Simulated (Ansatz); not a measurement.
Worked example: self-consistent single point of CsHO (Cm, 6 atoms in the cell) in Ansatz (a program for electronic structure).

Method of the run: LDA (PW92), default PAW files made with PBE (plane waves; Ansatz).

The change in words: 1 x 1 x 1 supercell, one H atom moved by 0.02 angstrom along z; scf.occupations.method: fixed → fermi_dirac; scf.occupations.width: default → 0.05 eV. Reference geometry:
```xyz
6
Lattice="2.1547 -5.6743 0.0000 2.1547 5.6743 0.0000 0.0000 0.0000 4.4908" Properties=species:S:1:pos:R:3 pbc="T T T"
Cs     2.1547    -4.1040     3.3083
Cs     2.1547     4.1040     1.0629
H      2.1547    -0.3746     2.7286
H      2.1547     0.3746     0.4832
O      2.1547    -1.0402     3.4373
O      2.1547     1.0402     1.1919
```

Reference input (self-consistent single point, DFT, LDA (PW92), plane waves, default PAW files made with PBE): basis.ecutwfc = 420 eV; kpoints.mp_grid.grid = 6 6 6; hamiltonian.xc = lda; hamiltonian.pseudopotentials = {kind: paw} (the program's default PAW files); scf.occupations.method = fixed. This run's input differs from it in these lines:

Ansatz 0.2 input:
```diff
@@ -9,3 +9,3 @@
     - { symbol: Cs, position_ang: [2.15466200, 4.10396601, 1.06291727] }
-    - { symbol: H, position_ang: [2.15466200, -0.37461471, 2.72858395] }
+    - { symbol: H, position_ang: [2.15466200, -0.37461471, 2.74858578] }
     - { symbol: H, position_ang: [2.15466200, 0.37461471, 0.48320545] }
@@ -21,3 +21,3 @@
 scf:
-  occupations: { method: fixed }
+  occupations: { method: fermi_dirac, width: 0.05 }
 output:
```

Output (repeated stretches shortened):

```
SCF iter   1: F=—  HF=-12154.616739 eV  |F-HF|=—  |Δ(HF+E_count)|=         —  Δρ=8.92e-3  dr2=8.71e-2  ethr=1.77e-3  ⟨swp⟩=6.9  Hψ=8669  notcnv=0
all-band conjugate gradients solve this SCF's bands
preconditioner: auto → Resta (q_TF=auto, 2.221 Å⁻¹)
SCF iter   2: F=—  HF=-12154.596515 eV  |F-HF|=—  |Δ(HF+E_count)|=   2.02e-2  Δρ=4.24e-3  dr2=9.92e-3  ethr=2.72e-4  ⟨swp⟩=2.1  Hψ=2747  notcnv=0  defer=109
   [... lines left out ...]
SCF iter   5: F=—  HF=-12154.593187 eV  |F-HF|=—  |Δ(HF+E_count)|=   1.17e-4  Δρ=1.82e-4  dr2=2.50e-5  ethr=1.85e-6  ⟨swp⟩=2.1  Hψ=1803  notcnv=0  defer=110
SCF iter   6: F=—  HF=-12154.593187 eV  |F-HF|=—  |Δ(HF+E_count)|=   2.22e-8  Δρ=6.07e-5  dr2=3.46e-6  ethr=7.81e-8  ⟨swp⟩=2.0  Hψ=2346  notcnv=0  defer=110
SCF iter   7: F=—  HF=-12154.593187 eV  |F-HF|=—  |Δ(HF+E_count)|=   4.15e-7  Δρ=2.13e-5  dr2=4.17e-7  ethr=1.08e-8  ⟨swp⟩=2.0  Hψ=2289  notcnv=0  defer=110
SCF iter   8: F=-12154.593187 eV  HF=-12154.593187 eV  |F-HF|=6.41e-9  |Δ(HF+E_count)|=   3.63e-8  Δρ=4.09e-6  dr2=1.59e-8  ethr=3.13e-10  ⟨swp⟩=10.5  Hψ=7807  notcnv=0
SCF 1 converged in 8 iterations: F = -12154.593187 eV  dr2 = 1.59e-8
Free energy (F): -12154.593187 eV
Internal energy: -12154.593187 eV  (E = F + TS)
E sigma→0 (E₀):  -12154.593187 eV
Fermi energy:    6.224115 eV
--- Forces (eV/Å), atoms counted from 1 ---
  atom   1  Cs     0.00000000    -0.02298130    -0.05162310
  atom   2  Cs     0.00000000     0.03141728    -0.04374063
  atom   3  H      0.00000000     0.96397317    -1.06290961
  atom   4  H      0.00000000    -0.50599951    -0.53946750
  atom   5  O      0.00000000    -0.94132222     1.10697555
  atom   6  O      0.00000000     0.47488909     0.59078848
--- Stress (GPa, compression-positive) ---
       -2.393238       0.000000       0.000000
        0.000000      -1.490606      -0.515478
        0.000000      -0.515478      -1.400712
  P = ⅓ Tr σ = -1.7615 GPa (-17.615 kbar)
  The stress holds the Pulay correction. Without it, at fixed plane waves, as pw.x and ABINIT print it: P = -2.1376 GPa
```

The run converged in 8 iterations. Against the reference run the free energy goes up by 2.7 meV/atom, the pressure goes from -2.09 to -1.76 GPa, the largest force goes from 0.757 to 1.453 eV/Å and the gap on the mesh moves little (3.643 to 3.653 eV).

The starting cell comes from a database of computed structures (which also holds hypothetical and non-ambient phases and stackings), without a prior relaxation at this level. Its lattice was rescaled by up to half a per cent. For this run, on top of that: 1 x 1 x 1 supercell, one H atom moved by 0.02 angstrom along z. Forces in this geometry exceed 1 eV/Å. Ansatz's pressure includes its estimate of the finite-basis (Pulay) stress.
